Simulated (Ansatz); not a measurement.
Partial pair distribution functions of a relaxed model of amorphous Si₃₀N₄₄Ge₃, broadened by 0.06 Å; density 3.15 g/cm³. Calculation: PBE, scalar-relativistic without spin-orbit coupling (plane waves to 420 eV, PAW; Ansatz, a program for electronic structure).

It comes from a melt-quench run on a machine-learned potential (CHGNet), relaxed afterwards by DFT. N atoms were pushed apart under 1.9 Å during the dynamics, to hinder bonds among them. The hot cell started wider than the set density and was brought back towards it in steps. It is the lowest in DFT energy of 2 quenches. It is a model cell: composition and starting density were chosen by hand, and all elements were melted together. No dispersion term was used. Its density started from a set value of 3.15 and ended at 3.15 g/cm³. The quench (nominally 300 K/ps over its main leg) was far faster than any real one, so the model tends to hold more defects than a real film. Values belong to this one cell and scatter from quench to quench. The volume was held where the preparation left it and the shape relaxed, at a PBE pressure of -1.2 GPa (tension). Stress components on the final sampling reach 1.3 GPa.

```
r (Å)  g Si-N  g N-Ge  g Si-Si  g N-N
-----  ------  ------  -------  -----
1.45     0.00    0.00     0.00   0.01
1.55     0.22    0.00     0.00   0.15
1.65     4.19    0.03     0.00   0.12
1.75    10.27    1.40     0.00   0.01
1.85     5.10    6.13     0.00   0.00
1.95     0.78    4.21     0.00   0.00
2.05     0.24    2.35     0.00   0.00
2.15     0.04    0.77     0.00   0.00
2.25     0.01    0.67     0.04   0.01
2.35     0.06    0.08     0.41   0.12
2.45     0.03    0.00     0.51   0.54
2.55     0.03    0.00     0.38   1.03
2.65     0.06    0.00     0.81   1.78
2.75     0.15    0.00     1.27   2.95
2.85     0.23    0.00     2.00   3.56
2.95     0.43    0.08     3.29   3.10
3.05     0.56    0.45     3.34   2.08
3.15     0.73    0.80     2.85   1.63
3.25     0.86    1.70     1.82   1.11
3.35     1.13    1.37     1.04   0.58
3.45     1.10    1.58     0.55   0.51
3.55     1.25    1.08     0.34   0.44
3.65     1.34    0.46     0.40   0.55
3.75     1.24    0.22     0.38   0.49
3.85     1.30    1.33     0.35   0.44
3.95     1.27    1.89     0.38   0.36
4.05     1.39    1.08     0.43   0.33
4.15     1.56    1.28     0.69   0.51
4.25     1.42    2.26     0.92   0.70
4.35     1.47    1.92     0.73   0.71
4.45     1.34    1.45     0.63   0.87
4.55     1.24    1.43     0.92   1.03
4.65     0.85    1.35     0.96   0.98
```

Within 2.16 Å each Si has 4.07 N neighbours on average.
